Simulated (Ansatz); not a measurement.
The reference is ZnSe in the zinc blende structure (space group F-43m, No. 216; a = 5.7330 Å).

Method: DFT with PBE, PAW potentials and a 420 eV plane-wave cutoff in Ansatz (an electronic-structure program), no SOC, earlier PAW set.

One change was made to it. Results:

The valley order (the lowest conduction-band minima on the path, energy above the VBM, named in the base's zone) becomes Γ 1.00 eV; L along ⟨111⟩ 2.41 eV (base: Γ 1.15 eV; L along ⟨111⟩ 2.48 eV); the lattice parameter a increases by 0.074 Å (5.733 Å → 5.807 Å).

**Question.** Name the change that was made.
(A) pressure 0.7 GPa
(B) pressure −2 GPa
(C) pressure −1 GPa
(D) pressure 7.5 GPa
(E) pressure 5 GPa

**Answer.** B, pressure −2 GPa. For comparison, the valley order in the other runs: pressure 0.7 GPa gives Γ 1.20 eV; L along ⟨111⟩ 2.50 eV; pressure −1 GPa gives Γ 1.08 eV; L along ⟨111⟩ 2.45 eV; pressure 5 GPa gives Γ 1.45 eV; L along ⟨111⟩ 2.61 eV; X along ⟨100⟩ 2.89 eV; pressure 7.5 GPa gives Γ 1.57 eV; L along ⟨111⟩ 2.66 eV; X along ⟨100⟩ 2.82 eV.

The levels and masses belong to the bands next to the band gap. Load acts through the strain it causes; cell and atoms are relaxed under it. No phonon test of stability was made. Tetrahedral semiconductors of this kind turn to denser phases somewhere between about 1 and 50 GPa; those were not computed, so compressed cells here can lie past the real transition.
